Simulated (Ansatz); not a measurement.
Amorphous In24O41Nb2, 67 atoms at 6.34 g/cm³, one PBE-relaxed geometry, zone centre. Methods: PBE, scalar-relativistic without spin-orbit coupling (Ansatz, a first-principles code); r2SCAN, scalar-relativistic without spin-orbit coupling (Ansatz); HSE06, scalar-relativistic without spin-orbit coupling (Ansatz). Plane waves to 420 eV (r2SCAN 500 eV); exact exchange is cut at the cell's faces. At PBE the levels at the filled edge of the gap are localised (band-tail or defect states). All rungs ran without spin polarisation.

The cell was made by melting and quenching with the CHGNet potential and then relaxed with DFT. O atoms were pushed apart under 1.9 Å during the dynamics, to hinder bonds among them. The hot cell started wider than the set density and was brought back towards it in steps. It is the lowest in DFT energy of 2 quenches. It is a model cell: composition and starting density were chosen by hand, and all elements were melted together. No dispersion term was used. Its density started from a set value of 6.32 and ended at 6.34 g/cm³. The quench (nominally 280 K/ps over its main leg) was far faster than any real one, so the model tends to hold more defects than a real film. One small periodic cell is one sample of the glass; other quenches scatter about these values. Volume and shape were free in the relaxation. On a 2×2×2 Γ-centred mesh force components of up to 0.14 eV/Å stay, since the relaxation ran on the zone centre alone.

The relaxation ran on the zone centre alone. At PBE the level gap is 0.91 eV on a 2×2×2 Γ-centred mesh, and the spacing at the zone centre alone 0.91 eV.

Question: What zone-centre spacing does r2SCAN give, roughly?

Answer: 1.38 eV (+0.46 eV against PBE).

Question: What zone-centre spacing does HSE06 give, roughly?

Answer: 2.34 eV (+1.42 eV against PBE).

The highest filled and the lowest empty state spread over these numbers of atoms (participation numbers): PBE: 4.9 and 61.4; r2SCAN: 6.1 and 59.9; HSE06: 10.8 and 59.4.
